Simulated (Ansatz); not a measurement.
LuBeNO (model structure, started from the LaZnOP type, P4/nmm, No. 129, 8 atoms in the cell), treated with r²SCAN (plane waves, PAW; Ansatz, an electronic-structure program).

Settings: plane-wave cutoff 560 eV, 10×10×6 k mesh (along the axes of the cell as run), Fermi–Dirac smearing 0.01 eV, scalar-relativistic PAW data made under PBE.

Cell (relaxed with PBEsol):

```
BeLuNO
1.0
    3.43621     0.00000     0.00000
    0.00000     3.43621     0.00000
    0.00000     0.00000     7.01222
Lu Be N O
2 2 2 2
Cartesian
  0.00000   1.71810   5.80424
  1.71810   0.00000   1.20798
  0.00000   0.00000   3.50611
  1.71810   1.71810   3.50611
  1.71810   0.00000   4.18997
  0.00000   1.71810   2.82225
  1.71810   1.71810   0.00000
  0.00000   0.00000   0.00000
```

Question: Give the computed band gap, smallest direct gap on the k points sampled and direct gap at Γ.

Answer: 
- band gap: 4.17 eV
- smallest direct gap on the k points sampled: 4.41 eV
- direct gap at Γ: 4.48 eV

Note: the relaxation could raise the start's symmetry but not lower it, so the cell can be a saddle point; cell and atoms aren't relaxed at this level (largest force component 0.04 eV/Å, pressure 1.9 GPa).

Spin–orbit coupling is not included.

The result took around 80 core-seconds (rough).

A model structure was made by putting elements into a prototype or built by hand; it is no filed structure, need not be a known phase, and can be a saddle point held by its symmetry.
